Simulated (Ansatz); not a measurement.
Start from Se (space group P3_121, No. 152; a = 4.529 Å, c = 5.042 Å; made of chains).

All numbers come from PBE/PAW in Ansatz (a first-principles code), no spin-orbit coupling, earlier PAW set.

Base values:

The pressure is 0.00 GPa and the width of the top valence band is 1.28 eV.

Perturbation: the cell is scaled by 1.0286 in all directions, atoms relaxed at fixed cell.

How does this affect the pressure, mean gap deformation potential ΔEg/Δln V and width of the top valence band?

The pressure (mean of the normal stresses, compression positive) goes from zero to -1.01 GPa; the mean gap deformation potential ΔEg/Δln V comes out as -1.8 eV; the width of the top valence band shrinks by 0.25 eV, from 1.28 eV to 1.03 eV.

The cells carry an imposed strain or load. Whether these cells are dynamically stable was not tested. No dispersion term is included, though the crystal is made of layers, chains or molecules, so its spacings can come out too wide.
